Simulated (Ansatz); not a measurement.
## Electron-phonon data for PdAl2 (Fm-3m)

Here is the system:

```
Al2Pd
1.0
    0.00000     2.94374     2.94374
    2.94374     0.00000     2.94374
    2.94374     2.94374     0.00000
Al Pd
2 1
Direct
  0.25000   0.25000   0.25000
  0.75000   0.75000   0.75000
  0.00000   0.00000   0.00000
```

Level of theory: PBEsol, DFPT electron-phonon coupling, linearised Boltzmann equation (plane waves, PAW, scalar-relativistic; Ansatz, an electronic-structure program). Cell: relaxed with this functional, without spin-orbit coupling.

```
Item                                                                                                     Value
----------------------------------------------------------------------------------  --------------------------
resistivity at 300 K                                                                                 6.2 μΩ·cm
resistivity at 77 K                                                                                 0.81 μΩ·cm
electron mean free path at 300 K (weighted by the current that each state carries)                     13.5 nm
electron-phonon coupling λ                                                                                0.38
transport coupling λ_tr                                                                                   0.38
logarithmic mean phonon energy                                                                        17.5 meV
density of states at the Fermi level                                                0.58 states/(eV·spin·cell)
Drude plasma energy                                                                                     8.3 eV
```

A metal at this level (no band gap). Only scattering by harmonic phonons is included (no impurities, grain boundaries, electron-electron scattering or thermal expansion). Spin-orbit coupling is left out. The run warned that the eigensolver left some states short of its tolerance. Halving the electron mesh (24x24x24) moves the resistivity by up to 4 % at 300 K, the mean free path by up to 1 %, the coupling by up to 2 %. Smearing 0.20 eV; phonons on a 4x4x4 q mesh, which this run doesn't test and which matters most at low temperature.

Computed structure with no diffraction record at hand here (it may be known, metastable or hypothetical): PdAl2 (Fm-3m).
